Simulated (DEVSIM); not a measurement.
Structure: Si n-p junction from an implanted or diffused profile, at 250 K.

```tsv
layer (left to right)	material	thickness (μm)	Na (cm⁻³)	τn (s)	τp (s)
1	Si	25.0	8.7e16	1.2e-5	1.2e-5
```

Added donor profile: 9.8e18 cm⁻³ × exp(−(x − 0.075 μm)²/(2·(0.033 μm)²)). Left contact: ohmic. Right contact: ohmic. Voltage is applied to the left contact. Recombination: SRH at mid-gap, Auger. Mobility is μmin + (μ − μmin)/(1 + (N/Nref)^α).

The device is made up for the run: typed textbook-type constants, with dimensions and the other settings drawn at random. Values at 300 K; Nc and Nv go as T^1.5, mobilities as T to minus their exponent, the gap by Varshni's rule with the affinity fixed.

```tsv
parameter	Si
gap (eV)	1.124
affinity (eV)	4.05
permittivity	11.7
Nc (cm⁻³)	2.86e19
Nv (cm⁻³)	3.1e19
μn (cm²/Vs)	1417
μp (cm²/Vs)	470
μn,min	52
μp,min	45
Nref,n	9.7e16
Nref,p	2.2e17
αn	0.68
αp	0.72
T exponent of μn	2.3
T exponent of μp	2.2
Cn (cm⁶/s)	2.8e-31
Cp (cm⁶/s)	9.9e-32
Varshni α (eV/K)	0.000473
Varshni β (K)	636
```

Simulated with DEVSIM: 1D drift-diffusion, Boltzmann statistics, complete ionisation; no tunnelling, impact ionisation, image-force lowering or self-heating.

The doping Na of layer 1 was swept, all else fixed.

```tsv
doping Na of layer 1 (cm^-3)	dark forward voltage at 100 A/cm² (V)	dark forward voltage at 1 A/cm² (V)	potential step across the device at zero bias (V)
2.6e15	0.841	0.704	0.867
8.7e15	0.852	0.731	0.893
2.6e16	0.871	0.757	0.916
8.7e16	0.893	0.786	0.940
2.6e17	[?]	[?]	0.957
```

Question: What belongs in the gaps?

Answer: 
- 2.6e17, dark forward voltage at 100 A/cm² (V): 0.915
- 2.6e17, dark forward voltage at 1 A/cm² (V): 0.807
